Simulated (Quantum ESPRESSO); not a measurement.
Quantum ESPRESSO run on Be2C (Fm-3m, 3 atoms in the cell): self-consistent single point.

Method: PBE, PSlibrary PAW (PBE) pseudopotentials (plane waves; Quantum ESPRESSO).

The change in words: lattice scaled by 1.015; ecutwfc: 45 Ry → 27 Ry; ecutrho: 360 Ry → 216 Ry. Reference geometry:
```yaml
crystal:
  lattice:
    - [0.00000, 2.16226, 2.16226]
    - [2.16226, 0.00000, 2.16226]
    - [2.16226, 2.16226, 0.00000]
  atoms:
    - { symbol: Be, position: [0.75000, 0.75000, 0.75000] }
    - { symbol: Be, position: [0.25000, 0.25000, 0.25000] }
    - { symbol: C, position: [0.00000, 0.00000, 0.00000] }
```

Reference input (self-consistent single point, DFT, PBE, plane waves, PSlibrary PAW (PBE) pseudopotentials): ecutwfc = 45 Ry; ecutrho = 360 Ry; occupations = smearing; smearing = fd; degauss = 0.000734986 Ry; potentials = {Be: Be.pbe-n-kjpaw_psl.1.0.0.UPF, C: C.pbe-n-kjpaw_psl.1.0.0.UPF}; K_POINTS = automatic 9 9 9 1 1 1; conv_thr = 1e-10 Ry. This run's input differs from it in these lines:

```diff
@@ -11,4 +11,4 @@
  ntyp = 2
- ecutwfc = 45
- ecutrho = 360
+ ecutwfc = 27
+ ecutrho = 216
  occupations = 'smearing'
@@ -24,5 +24,5 @@
 CELL_PARAMETERS angstrom
-   0.00000000     2.16225500     2.16225500
-   2.16225500     0.00000000     2.16225500
-   2.16225500     2.16225500     0.00000000
+   0.00000000     2.19468900     2.19468900
+   2.19468900     0.00000000     2.19468900
+   2.19468900     2.19468900     0.00000000
 ATOMIC_POSITIONS crystal
```

Output (repeated stretches shortened):

```
     Self-consistent Calculation

     iteration #  1     ecut=    27.00 Ry     beta= 0.70

     total energy              =     -32.02512964 Ry
     estimated scf accuracy    <       0.22955726 Ry

     iteration #  2     ecut=    27.00 Ry     beta= 0.70

     total energy              =     -32.10212079 Ry
     estimated scf accuracy    <       0.08327834 Ry

     iteration #  3     ecut=    27.00 Ry     beta= 0.70

     total energy              =     -32.11368950 Ry
     estimated scf accuracy    <       0.00322446 Ry

   [... 22 blocks of this kind left out ...]

     iteration # 26     ecut=    27.00 Ry     beta= 0.70

     total energy              =     -32.11690971 Ry
     estimated scf accuracy    <          1.4E-10 Ry

     iteration # 27     ecut=    27.00 Ry     beta= 0.70
     End of self-consistent calculation

     the Fermi energy is     9.8394 ev

!    total energy              =     -32.11690971 Ry
     estimated scf accuracy    <          6.4E-11 Ry
     smearing contrib. (-TS)   =       0.00000000 Ry
     internal energy E=F+TS    =     -32.11690971 Ry

     convergence has been achieved in  27 iterations

     Forces acting on atoms (cartesian axes, Ry/au):

     atom    1 type  1   force =     0.00000000   -0.00000000   -0.00000000
   [... zero for the other atoms too ...]

     Total force =     0.000000     Total SCF correction =     0.000000

          total   stress  (Ry/bohr**3)                   (kbar)     P=     -145.78
  -0.00099097   0.00000000   0.00000000         -145.78        0.00        0.00
   0.00000000  -0.00099097   0.00000000            0.00     -145.78        0.00
   0.00000000   0.00000000  -0.00099097            0.00        0.00     -145.78

   JOB DONE.
```

The run converged in 27 iterations. Against the reference run the free energy rises by 80.7 meV/atom, the pressure goes from -0.11 to -14.58 GPa and the gap on the mesh goes from 1.514 to 1.447 eV.

The starting cell comes from a database of computed structures (which also holds hypothetical and non-ambient phases and stackings), without a prior relaxation at this level. For this run, on top of that: lattice scaled by 1.015. The shifted mesh does not hold Γ, so a gap read on it misses any band edge there.
